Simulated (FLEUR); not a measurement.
Band structure of GdTl (Pm-3m, 2 atoms in the cell).

```
CELL_PARAMETERS angstrom
      3.81356     0.00000     0.00000
      0.00000     3.81356     0.00000
      0.00000     0.00000     3.81356
ATOMIC_POSITIONS crystal
  Gd 0.00000 0.00000 0.00000
  Tl 0.50000 0.50000 0.50000
```
Moments meant for the start (each program seeds them in its own way; μB, in the order of the atoms Gd Tl): 7.0 0.0.

Method of the run: LDA (Perdew-Zunger), all-electron FLAPW (FLEUR), scalar-relativistic valence.

Settings: Kmax = 3.8 1/bohr; GmaxXC = 13.3 1/bohr; xcFunctional = pz; jspins = 2; l_soc = F; mode = hist; fermiSmearingEnergy = 0.00499791 Htr; mesh (inpgen div1-3) = 9 9 9; inpgen gamma flag = false; Gmax = 13.3 1/bohr; numbands = 0; maxIterBroyd = 40; imix = Anderson; alpha = 0.05.

The starting cell comes from a database of computed structures (which also holds hypothetical and non-ambient phases and stackings), without a prior relaxation at this level. Spin-orbit coupling is off. The f electrons are in the valence without U or exact exchange, which can misplace them near the Fermi level. Spin-orbit terms, which matter for f shells, are left out. Values depend on the basis (sphere radii, cutoffs, local orbitals), which need not be converged.

Levels in eV from the Fermi level, bands 16 to 23 of the first spin channel:
| point | 16 | 17 | 18 | 19 | 20 | 21 | 22 | 23 |
|---|---|---|---|---|---|---|---|---|
| Γ | -4.14 | -4.09 | -0.30 | -0.30 | 3.23 | 3.23 | 3.23 | 3.56 |
| X | -4.09 | -4.09 | -4.08 | -0.16 | 0.49 | 0.49 | 3.46 | 4.58 |
| M | -4.09 | -4.09 | -1.10 | -1.10 | -0.26 | 2.32 | 2.32 | 4.07 |
| R | -4.10 | -3.59 | -2.55 | -2.55 | -2.55 | 4.64 | 4.64 | 4.64 |
